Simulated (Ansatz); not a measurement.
## WS2, pressure series

The reference is WS$_{2}$ in the 2H-MoS2 type structure (space group P6_3/mmc, No. 194; a = 3.115 Å, c = 11.773 Å; layered, stacked along the Cartesian z axis).

Cell and atoms are relaxed at each pressure.

All numbers come from PBEsol-D3(BJ) in Ansatz (plane waves to 420 eV, PAW, no spin-orbit coupling).

Only one of these keeps a band gap. Which?
(A) pressure 45 GPa
(B) pressure 30 GPa
(C) pressure 1.8 GPa

C, pressure 1.8 GPa. Computed: pressure 45 GPa: zero; pressure 30 GPa: zero; pressure 1.8 GPa: 0.55 eV

The mesh was chosen for an insulator and is coarse for the gapless case. With W present, leaving out spin-orbit coupling can change the band edges. Load acts through the strain it causes; cell and atoms are relaxed under it. Stability against distortions was not tested. No other phases were tried under pressure. All final runs are without spin polarisation. A zero or small gap of WS2 under pressure 45 GPa and WS2 under pressure 30 GPa can be the functional's error rather than a property of the material.

Ansatz is a program for electronic structure.
